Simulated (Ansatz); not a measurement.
# Hypothetical rutile TaSe2: uniaxial stress, 2 GPa compression along z

The reference is TaSe₂ in the rutile structure (space group P4_2/mnm, No. 136; a = 6.2957 Å, c = 3.4233 Å; a hypothetical phase, not in the database extracts checked). Axes: x, y, z lie along a, b, c of the conventional cell.

Now apply this change: uniaxial stress, 2 GPa compression along z; all other stress components relax to zero.

Computed with PBEsol (Ansatz, an electronic-structure program; PAW; 420 eV plane waves; scalar-relativistic without spin-orbit coupling). Γ-centred 8×8×14 mesh, Fermi–Dirac width 0.05 eV.

The space group stays P4_2/mnm (No. 136) and the shortest interatomic distance shrinks by 0.0094 bohr to 4.762 bohr. The energy goes up by 2.1 meV/atom and the band gap stays zero. The strain response (xx, yy, zz) amounts to (+0.39, +0.39, −1.53) % (rough).

Cost of the whole job for the changed cell (relaxation, final SCF and bands): very roughly 4 core-minutes.

Without a gap, meshes like the base's 8×8×14 leave anisotropic stresses uncertain by several tenths of a GPa, and small strain energies with them. Stability under load was not tested beyond the relaxation. All final runs are without spin polarisation. TaSe2 has a high density of states at the Fermi level and may be magnetic at this level.
